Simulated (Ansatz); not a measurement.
The parent structure is HgSe in the zinc blende structure (space group F-43m, No. 216; a = 6.0630 Å). Axes: x, y, z lie along the cube axes.

Computed with DFT with LDA, PAW potentials and a 420 eV plane-wave cutoff in Ansatz (a quantum-chemistry and plane-wave program), scalar-relativistic without spin-orbit coupling.

Base values:

| Property | Value |
|---|---|
| Volume per atom | 27.86 Å³ |
| Band gap | zero |

Modification: compressive biaxial strain of 2.08 % in the plane normal to [111], as in epitaxy on a mismatched substrate; the out-of-plane cell vector and the atoms relax.

How does this affect the energy relative to the base, volume per atom and band gap?

The energy goes up by 6.8 meV/atom; the volume per atom falls by 0.60 Å³, from 27.86 Å³ to 27.26 Å³; the band gap is still zero.

A case with no gap was solved on a k-mesh chosen for an insulator, which is coarse for it. Spin-orbit coupling, missing from the scalar runs, can matter with Hg. Whether these cells are dynamically stable was not tested. The final runs are not spin-polarised. The zero or small gap of HgSe can change with the level of theory.
